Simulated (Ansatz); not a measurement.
The reference is InAs in the zinc blende structure (space group F-43m, No. 216; a = 6.109 Å).

Levels (all Ansatz, a first-principles code, PAW): r2SCAN (500 eV, without spin-orbit coupling); HSE06+SOC (420 eV, spin-orbit coupling included).

The geometry is relaxed with r2SCAN.

```
Item                                        Value
----------------------------  -------------------
r2SCAN band gap                           0.08 eV
r2SCAN valence-band top at Γ  0.00, 0.00, 0.00 eV
```

With HSE06+SOC at the same geometry, the band gap grows by 0.15 eV (0.08 eV → 0.23 eV); the valence-band top at Γ (three highest Kramers pairs, from the VBM) goes from 0.00, 0.00, 0.00 eV to 0.00, 0.00, -0.39 eV. The threefold valence maximum splits by Δso ≈ 0.39 eV.

Single points use the geometry relaxed with r2SCAN. Differences between runs with and without spin-orbit coupling are approximate. Stability against distortions was not tested. The zero or small gap of InAs can change with the level of theory.
